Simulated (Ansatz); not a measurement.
Ansatz (a quantum-chemistry and plane-wave program) run on Zr2V3Fe (R3m, 6 atoms in the cell): self-consistent single point

Method of the run: PBEsol, default PAW files made with PBE (plane waves; Ansatz).

The input file:

Ansatz 0.2 input:
```yaml
# Zr2V3Fe
crystal:
  lattice:
    - [2.619880, 1.512588, 4.016892]
    - [-2.619880, 1.512588, 4.016892]
    - [0.000000, -3.025176, 4.016892]
  atoms:
    - { symbol: Zr, position: [0.630022, 0.630022, 0.630022] }
    - { symbol: Zr, position: [0.374127, 0.374127, 0.374127] }
    - { symbol: V, position: [0.000000, 0.500000, 0.000000], spin: 2.0 }
    - { symbol: V, position: [0.000000, 0.000000, 0.500000], spin: 2.0 }
    - { symbol: V, position: [0.500000, 0.000000, 0.000000], spin: 2.0 }
    - { symbol: Fe, position: [0.000000, 0.000000, 0.000000], spin: 4.0 }
basis:
  ecutwfc: 420.0 eV
kpoints:
  mp_grid: { grid: [5, 5, 5] }
hamiltonian:
  xc: pbesol
  pseudopotentials: { kind: paw }
magnetization:
  spin_polarized: true
scf:
  occupations: { method: gaussian, width: 0.1 eV }
output:
  forces: true
  eigenvalues: true
  stress: true
```

Output (repeated stretches shortened):

```
WARN ansatz: RAYON_NUM_THREADS=1 ignored (pool sized by the plan → 1); use --threads N
Pseudopotentials: kind: paw
Pseudopotential: Zr, paw, valence charge 12
Pseudopotential: V, paw, valence charge 13
Pseudopotential: Fe, paw, valence charge 16
Crystal: 6 atoms, lattice volume = 95.509 Å³
Basis set: ecut = 420 eV, 1855 PW (Γ), exchange–correlation on 72×72×72 points (8 copies of the dense FFT grid, shifted against one another)
Bands: 54, of which v1, the nominal top of the filled ones, is band 40 counted from 1 (39 counted from 0)
Symmetry: 6 space group operations
Space group: R3m (ITA 160), of the structure as read, at distance tolerance 4.6e-5 Å
Magnetic group: BNS 160.65 (UNI 1295), of the structure as read, at distance tolerance 4.6e-5 Å
k-points: 19 of 125 (time reversal used)
PAW frozen core: Zr, regenerated for the run's functional, and the local potential with it
PAW frozen core: V, regenerated for the run's functional, and the local potential with it
PAW frozen core: Fe, regenerated for the run's functional, and the local potential with it
Initial density: superposition of atomic densities (chi_scale 0.1, normalization cell)
Starting moments: Σ|m| = 10 μB on 4 of 6 sites
Initial wavefunctions: pseudopotential atomic-orbital guess
Eigensolver: davidson
Functional: x = pbesol(κ = 0.804, μ = 0.12345679012345678), c = pbesol(β = 0.046)
SCF iter   1: F=—  HF=-21368.617983 eV  |F-HF|=—  |Δ(HF+E_count)|=         —  Δρ=1.96e-1 (↑1.96e-1 ↓1.18e-1)  dr2=7.24e0  dr2_m=2.08e1  M=1.011 μB ∫|m|=1.531 μB  β_m=0.30  ethr=3.10e-3  ⟨swp⟩=4.7  Hψ=6227  notcnv=0
Mixer restart at iter 1: flushing history
all-band conjugate gradients solve this SCF's bands
preconditioner: auto → Kerker (q_TF=auto, 2.643 Å⁻¹)
spin=Collinear: Kerker preconditioning applied to the charge; magnetization (m = ρ↑ − ρ↓) channel mixes plain (no charge-response kernel on spin).
SCF iter   2: F=—  HF=-21363.652004 eV  |F-HF|=—  |Δ(HF+E_count)|=    4.97e0  Δρ=1.20e-1 (↑1.20e-1 ↓1.05e-1)  dr2=2.24e0  dr2_m=1.07e1  M=0.864 μB ∫|m|=1.310 μB  β_m=0.60  ethr=3.10e-3  ⟨swp⟩=2.1  Hψ=3661  notcnv=0  defer=238
   [... lines left out ...]
SCF iter  13: F=—  HF=-21362.826531 eV  |F-HF|=—  |Δ(HF+E_count)|=   2.86e-7  Δρ=1.72e-5 (↑1.72e-5 ↓1.28e-5)  dr2=8.30e-7  dr2_m=1.28e-8  M=-0.001 μB ∫|m|=0.001 μB  β_m=0.90  ethr=4.04e-10  ⟨swp⟩=2.0  Hψ=3566  notcnv=0  defer=228
SCF iter  14: F=—  HF=-21362.826531 eV  |F-HF|=—  |Δ(HF+E_count)|=   2.86e-8  Δρ=3.65e-6 (↑1.83e-6 ↓3.65e-6)  dr2=2.44e-8  dr2_m=2.06e-9  M=-0.000 μB ∫|m|=0.001 μB  β_m=0.95  ethr=4.04e-10  ⟨swp⟩=2.0  Hψ=3324  notcnv=0  defer=228
SCF iter  15: F=—  HF=-21362.826531 eV  |F-HF|=—  |Δ(HF+E_count)|=   1.62e-9  Δρ=1.16e-6 (↑1.16e-6 ↓7.24e-7)  dr2=2.66e-9  dr2_m=2.53e-10  M=-0.000 μB ∫|m|=0.000 μB  β_m=0.98  ethr=3.09e-11  ⟨swp⟩=2.0  Hψ=2772  notcnv=0  defer=228
SCF iter  16: F=-21362.826531 eV  HF=-21362.826531 eV  |F-HF|=6.18e-10  |Δ(HF+E_count)|=  4.80e-10  Δρ=4.48e-7 (↑4.48e-7 ↓3.47e-7)  dr2=5.93e-10  dr2_m=1.06e-11  M=-0.000 μB ∫|m|=0.000 μB  ethr=3.37e-12  ⟨swp⟩=6.4  Hψ=6710  notcnv=0
SCF 1 converged in 16 iterations: F = -21362.826531 eV  dr2 = 5.93e-10
Crystal: 6 atoms, lattice volume = 95.509 Å³
Starting moments: Σ|m| = 17 μB on 6 of 6 sites
SCF iter   1: F=—  HF=-21358.017750 eV  |F-HF|=—  |Δ(HF+E_count)|=         —  Δρ=1.42e-1 (↑1.42e-1 ↓1.33e-1)  dr2=8.73e0  dr2_m=1.57e1  M=7.412 μB ∫|m|=7.412 μB  β_m=0.30  ethr=3.10e-3  ⟨swp⟩=4.6  Hψ=6191  notcnv=0
preconditioner: auto → Kerker (q_TF=auto, 2.643 Å⁻¹)
spin=Collinear: Kerker preconditioning applied to the charge; magnetization (m = ρ↑ − ρ↓) channel mixes plain (no charge-response kernel on spin).
SCF iter   2: F=—  HF=-21359.623846 eV  |F-HF|=—  |Δ(HF+E_count)|=    1.61e0  Δρ=1.38e-1 (↑1.38e-1 ↓9.10e-2)  dr2=9.92e0  dr2_m=9.63e0  M=6.008 μB ∫|m|=6.030 μB  β_m=0.30  ethr=3.10e-3  ⟨swp⟩=2.2  Hψ=3255  notcnv=0  defer=119
SCF iter   3: F=—  HF=-21360.734714 eV  |F-HF|=—  |Δ(HF+E_count)|=    1.11e0  Δρ=1.06e-1 (↑9.63e-2 ↓1.06e-1)  dr2=8.20e0  dr2_m=7.76e0  M=4.654 μB ∫|m|=4.730 μB  β_m=0.30  ethr=3.10e-3  ⟨swp⟩=2.5  Hψ=3510  notcnv=0  defer=117
SCF iter   4: F=—  HF=-21360.868400 eV  |F-HF|=—  |Δ(HF+E_count)|=   1.34e-1  Δρ=7.48e-2 (↑6.74e-2 ↓7.48e-2)  dr2=3.94e-1  dr2_m=4.35e0  M=3.786 μB ∫|m|=4.104 μB  β_m=0.30  ethr=3.10e-3  ⟨swp⟩=2.5  Hψ=3874  notcnv=0  defer=114
SCF iter   5: F=—  HF=-21361.450821 eV  |F-HF|=—  |Δ(HF+E_count)|=   5.82e-1  Δρ=6.07e-2 (↑6.07e-2 ↓6.03e-2)  dr2=4.93e-2  dr2_m=3.19e0  M=3.010 μB ∫|m|=3.509 μB  β_m=0.30  ethr=4.99e-4  ⟨swp⟩=2.0  Hψ=2523  notcnv=0  defer=116
SCF iter   6: F=—  HF=-21361.872877 eV  |F-HF|=—  |Δ(HF+E_count)|=   4.22e-1  Δρ=5.22e-2 (↑5.22e-2 ↓5.07e-2)  dr2=7.34e-2  dr2_m=2.30e0  M=2.414 μB ∫|m|=3.016 μB  β_m=0.30  ethr=6.24e-5  ⟨swp⟩=2.0  Hψ=3204  notcnv=0  defer=116
SCF iter   7: F=—  HF=-21362.160949 eV  |F-HF|=—  |Δ(HF+E_count)|=   2.88e-1  Δρ=4.44e-2 (↑4.44e-2 ↓4.24e-2)  dr2=5.55e-3  dr2_m=1.65e0  M=1.918 μB ∫|m|=2.589 μB  β_m=0.30  ethr=6.24e-5  ⟨swp⟩=1.7  Hψ=2420  notcnv=0  defer=116
   [... lines left out ...]
spin-set hold released at iteration 10 (site moments contracting)
iter 26 did not close the SCF: its close was put off for a magnetic moment that had not settled (scf_convergence_deferred on its scf_iter line)
WARN: the starting moments were not kept: the SCF closed with an absolute magnetisation of 8.2e-5 μB, where they sum to 10 μB in size (4 sites) …
Absolute magnetization: 0.0001 μB (∫|ρ↑−ρ↓|, with the PAW one-centre terms)
Free energy (F): -21362.826531 eV
Fermi energy:    15.696232 eV
   [... lines left out ...]
  max |Σ_I F_I| component: 3.62e-8 eV/Å
--- Stress (GPa, compression-positive) ---
       -6.039556       0.000000      -0.000000
        0.000000      -6.039556       0.000000
       -0.000000       0.000000      -5.508174
  P = ⅓ Tr σ = -5.8624 GPa (-58.624 kbar)
  The stress holds the Pulay correction. Without it, at fixed plane waves, as pw.x and ABINIT print it: P = -5.9096 GPa
--- Band table (eV; the first three rows and the last of 38) ---
  k-point 0 ↑: bands = ["-70.7201", "-47.8350", "-47.7193", "-47.7193", "-36.9336", "-36.8946", "-36.8946", "-32.2514", "-32.1304", "-22.1386", "-21.8887", "-21.8887", "-21.8282", "-21.7318", "-21.7318", "-21.5182", "-21.3887", "-21.3887", [...]
  k-point 1 ↑: bands = ["-70.7201", "-47.8255", "-47.7292", "-47.7193", "-36.9331", "-36.8946", "-36.8944", "-32.2438", "-32.1384", "-22.0875", "-21.8784", "-21.8518", "-21.8196", "-21.7413", "-21.7321", "-21.5453", "-21.4549", "-21.4001", [...]
  k-point 2 ↑: bands = ["-70.7201", "-47.8030", "-47.7522", "-47.7193", "-36.9323", "-36.8946", "-36.8940", "-32.2281", "-32.1547", "-21.9995", "-21.8165", "-21.7921", "-21.7626", "-21.7578", "-21.7313", "-21.6302", "-21.6203", "-21.4131", [...]
  k-point 18 ↓: bands = ["-70.7200", "-47.8260", "-47.7294", "-47.7196", "-36.9296", "-36.8935", "-36.8935", "-32.2104", "-32.1737", "-22.0940", "-21.8794", "-21.8532", "-21.8226", "-21.7417", "-21.7337", "-21.5450", "-21.4552", "-21.4003", [...]
```

The run converged, with 43 iterations in all over 2 SCF loops.

The starting cell comes from a database of computed structures (which also holds hypothetical and non-ambient phases and stackings), without a prior relaxation at this level. Its lattice was rescaled by up to half a per cent. One atom was moved a little off its site on purpose. The starting moments vanished: the run ended non-magnetic, which need not be the lowest state. The program warned that a starting moment was not kept. With a pressure of about -6 GPa the cell is away from its equilibrium volume at this level. Ansatz's pressure includes its estimate of the finite-basis (Pulay) stress.

Cost on one core of a shared machine: roughly 80 s.
